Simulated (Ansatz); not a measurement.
Cost against accuracy: kpoints.mp_grid.grid for Cs2BiAuF6 (Fm-3m, 10 atoms in the cell)

Cell: a = 6.8895 Å, b = 6.8895 Å, c = 6.8895 Å, α = 60.00°, β = 60.00°, γ = 60.00°.

Method: HSE06, default PAW files made with PBE (plane waves; Ansatz, a program for electronic structure).

Base settings: basis.ecutwfc = 420 eV; kpoints.mp_grid.grid = 3 3 3; hamiltonian.xc = hse06; hamiltonian.pseudopotentials = {kind: paw} (the program's default PAW files); scf.occupations.method = fixed.

Misses are taken against the tightest run, 4 4 4, which need not be fully converged itself. The energy is the free energy per atom.

Core times come from one kind of shared machine and are given to one figure; runs under 30 s give none.

The starting cell comes from a database of computed structures (which also holds hypothetical and non-ambient phases and stackings), without a prior relaxation at this level. Its lattice was rescaled by a random factor within 2.5 % of one. Ansatz's pressure includes its estimate of the finite-basis (Pulay) stress.

The runs (kpoints.mp_grid.grid): 1 1 1 | 2 2 2 | 3 3 3 | 4 4 4.

Question: Which is the coarsest setting among those run that, with all tighter ones, holds the energy within 20 meV/atom of the reference, and what does it save?

Answer: 2 2 2, off by 2.6 meV/atom; it needs about 0.3 of the reference's time.

```
kpoints.mp_grid.grid  energy less reference (meV/atom)  pressure less reference (GPa)  largest difference in the force on any atom (eV/Å)  core time / reference (rough)
--------------------  --------------------------------  -----------------------------  --------------------------------------------------  -----------------------------
1 1 1                                            88.90                           1.59                                               0.641                              –
2 2 2                                             2.63                           0.07                                               0.003                            0.3
3 3 3                                            -0.07                           0.00                                               0.000                            0.4
4 4 4                                             0.00                           0.00                                               0.000                              1
```

Keys are those of Ansatz 0.2.
